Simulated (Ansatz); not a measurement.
## CsSnI3 under a change: tensor shear ε_xy = +2.00 %

Consider CsSnI3 in the cubic perovskite structure (space group Pm-3m, No. 221; a = 6.0305 Å). Axes: x, y, z lie along the cube axes.

Modification: tensor shear ε_xy = +2.00 % (engineering shear γ = 0.0400), atoms relaxed at fixed cell.

Method: LDA (Ansatz, a program for electronic structure; PAW; 420 eV plane waves; without spin-orbit coupling). k-mesh 8×8×8 (Γ-centred); smearing 0.05 eV (Fermi–Dirac).

| quantity | base | changed | shift |
|---|---|---|---|
| space group | Pm-3m (No. 221) | Cmmm (No. 65) | – |
| energy relative to the base (free energy F) | 0 meV/atom | +1.0 meV/atom | +1.0 meV/atom |
| pressure (mean of the normal stresses, compression positive) | 0.0 GPa | 0.0 GPa | 0.0 GPa |
| band gap | zero | zero | – |
| stress (xx, yy, zz, yz, xz, xy; compression positive) (rough) | – | (0.0, 0.0, 0.0, 0.0, 0.0, -0.2) GPa | – |

Final structure:

```xyz
5
Lattice="6.0305 0.1206 0.0000 0.1206 6.0305 0.0000 0.0000 0.0000 6.0305" Properties=species:S:1:pos:R:3 pbc="T T T"
Cs     0.0000     0.0000     0.0000
Sn     3.0756     3.0756     3.0153
I      3.0153     0.0603     3.0153
I      0.0603     3.0153     3.0153
I      3.0756     3.0756     0.0000
```

Without a gap, meshes like the base's 8×8×8 leave anisotropic stresses uncertain by several tenths of a GPa, and small strain energies with them. With I present, leaving out spin-orbit coupling can change the band edges. The cells carry an imposed strain or load. Stability against distortions was not tested. All final runs are without spin polarisation. Many cubic perovskites are stable only at high temperature; tilts and polar distortions were not tested. Gaps under 0.05 eV, about the width of the smearing, are given as zero. The zero or small gap of CsSnI3 can change with the level of theory.
